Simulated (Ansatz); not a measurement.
An Ansatz (an electronic-structure program) run: Os with a change (isotropic strain −3.00 %); PBEsol (Ansatz; PAW; 420 eV plane waves; no spin-orbit coupling).

Input:

Ansatz 0.2 input:
```yaml
crystal:
  lattice:
    - [2.6471544666, 0, 0]
    - [-1.3235772333, 2.2925030159, 0]
    - [0, 0, 4.1797897292]
  atoms:
    - { symbol: Os, position: [0.6666666667, 0.3333333333, 0.75] }
    - { symbol: Os, position: [0.3333333333, 0.6666666667, 0.25] }
basis: { ecutwfc: 420, ecutrho_ratio: 4, xc_grid: 2, fft_grid_basis: typed }
kpoints: { mp_grid: { grid: [24, 24, 14] } }
hamiltonian:
  xc: pbesol
  dispersion: none
  pseudopotentials: { kind: paw }
scf: { occupations: { method: fermi_dirac, width: 0.1 }, convergence: { dr2_threshold: 0.0000000002 } }
relax: { f_tol: 0.005, max_steps: 50 }
output: { forces: true, stress: true }
checkpoint: { write: state.ck, write_every: 1000 }
```

Output (explanatory and most iteration lines left out):

```
Relaxation: its limit of steps is 50 (relax.max_steps)
Pseudopotential: Os, paw, valence charge 16
Crystal: 2 atoms, lattice volume = 25.366 Å³
Basis set: ecut = 420 eV, 511 PW (Γ), exchange–correlation on 36×36×60 points (8 copies of the dense FFT grid, shifted against one another)
Bands: 20, of which v1, the nominal top of the filled ones, is band 16 counted from 1 (15 counted from 0)
Symmetry: 24 space group operations
Space group: P63/mmc (ITA 194), of the structure as read, at distance tolerance 2.9e-5 Å
k-points: 488 of 8064
Functional: x = pbesol(κ = 0.804, μ = 0.12345679012345678), c = pbesol(β = 0.046)
SCF iter   1: F=—  HF=-22501.800212 eV  |F-HF|=—  |Δ(HF+E_count)|=         —  Δρ=1.10e-2  dr2=1.33e-2  ethr=1.77e-3  ⟨swp⟩=4.9  Hψ=38407  notcnv=0
SCF iter   2: F=—  HF=-22501.799297 eV  |F-HF|=—  |Δ(HF+E_count)|=   9.15e-4  Δρ=6.22e-3  dr2=4.07e-3  ethr=4.15e-5  ⟨swp⟩=1.2  Hψ=14286  notcnv=0
SCF 1 converged in 7 iterations: F = -22501.798982 eV  dr2 = 9.31e-12
relax step   1: F+E_penalty+E_count = -22501.79898186 eV  Δ(F+E_penalty+E_count) = +0.000e0 eV  max|allowed force component| = 1.434e-16 eV/Å  Δτ_max = 0.0000 Å  (7 SCF iters, accepted)
SCF converged after 7 iterations
Free energy (F): -22501.798982 eV
Internal energy: -22501.762143 eV  (E = F + TS)
E sigma→0 (E₀):  -22501.780562 eV
Entropy (-TS):   -0.036839 eV (-18.420 meV/atom)
Fermi energy:    29.058638 eV
--- Forces (eV/Å), atoms counted from 1 ---
  atom   1  Os     0.00000000    -0.00000000     0.00000000
  atom   2  Os     0.00000000     0.00000000     0.00000000
--- Stress (GPa, compression-positive) ---
       47.814418      -0.000000       0.000000
        0.000000      47.814418       0.000000
        0.000000       0.000000      51.235171
  P = ⅓ Tr σ = 48.9547 GPa (489.547 kbar)
--- Relaxed structure (1 steps of the walk, 1 accepted, 0 SCFs on fresh bases) ---
  atoms:
    - { symbol: Os, position: [0.6666666666666665, 0.3333333333333333, 0.75] }
    - { symbol: Os, position: [0.3333333333333333, 0.6666666666666666, 0.24999999999999997] }
```

Stability against distortions was not tested. The final runs are not spin-polarised. The cell was made from Os in the hcp (Mg type) structure (space group P6_3/mmc, No. 194) by this change: isotropic strain −3.00 %.
